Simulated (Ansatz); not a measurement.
Formation energy of the localised charge states of Ga vacancy + Si on the Ga site in beta Ga2O3 (start: the Ga(1) site; Ga(1) 3.08 Å away; 120-site cell, 2×2×2 shifted sampling) against the Fermi level, O-rich (Δμ(Ga) = -4.56 eV, Δμ(Si) = -8.35 eV, bounded by alpha cristobalite; only phases computed here count, gases as isolated molecules at 0 K). All values below come from PBE, PAW (plane waves to 420 eV; Ansatz, a program for electronic structure).

Charges with a result: 0, −1, −2. Others weren't obtained, and one of them could lie lower, also by skipping a charge.

Set-up: 120-site cell; 2×2×2 shifted k-points; host gap 2.01 eV; charged states image-corrected; corrections reach 1.1 eV, so highly charged states may be off by several tenths; flagged in the runs: a host whose relaxation on this sampling wasn't shown to rest.

```json
[
 {"E_F − E_VBM (eV)": "0.00", "q = 0": "4.03", "q = −1": "4.52", "q = −2": "5.66"},
 {"E_F − E_VBM (eV)": "0.25", "q = 0": "4.03", "q = −1": "4.27", "q = −2": "5.16"},
 {"E_F − E_VBM (eV)": "0.50", "q = 0": "4.03", "q = −1": "4.02", "q = −2": "4.66"},
 {"E_F − E_VBM (eV)": "0.75", "q = 0": "4.03", "q = −1": "3.77", "q = −2": "4.16"},
 {"E_F − E_VBM (eV)": "1.00", "q = 0": "4.03", "q = −1": "3.52", "q = −2": "3.65"},
 {"E_F − E_VBM (eV)": "1.26", "q = 0": "4.03", "q = −1": "3.27", "q = −2": "3.15"},
 {"E_F − E_VBM (eV)": "1.51", "q = 0": "4.03", "q = −1": "3.02", "q = −2": "2.65"},
 {"E_F − E_VBM (eV)": "1.76", "q = 0": "4.03", "q = −1": "2.76", "q = −2": "2.15"},
 {"E_F − E_VBM (eV)": "2.01", "q = 0": "4.03", "q = −1": "2.51", "q = −2": "1.64"}
]
```

Crossings of the lowest lines: (0/−1) at 0.49 eV; (−1/−2) at 1.14 eV.
